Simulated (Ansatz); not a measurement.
**Response to strain in InP**

Start from InP in the wurtzite structure (space group P6_3mc, No. 186; a = 4.149 Å, c = 6.810 Å; a model cell, its experimental status unchecked).

Strains are applied to the cell and any free atomic positions relax.

Level of theory: Ansatz (an electronic-structure program), PBEsol, PAW, cutoff 420 eV, no spin-orbit coupling.

```tsv
isotropic strain (%)	band gap (eV)
-3.98	1.30
-2.49	1.05
-1.11	?
0	0.64
```

### Question
Fit E_g = E₀ + Dε (ε in %) to the rows shown and predict the withheld row.

### Answer
Least squares on the printed values gives E₀ = 0.64 eV, D = -166 meV per % of strain (largest residual 0.00 eV); this predicts 0.82 eV, and the run gives 0.82 eV, in agreement.

Stability against distortions was not tested. This is not the structure that InP has at room temperature and ambient pressure.
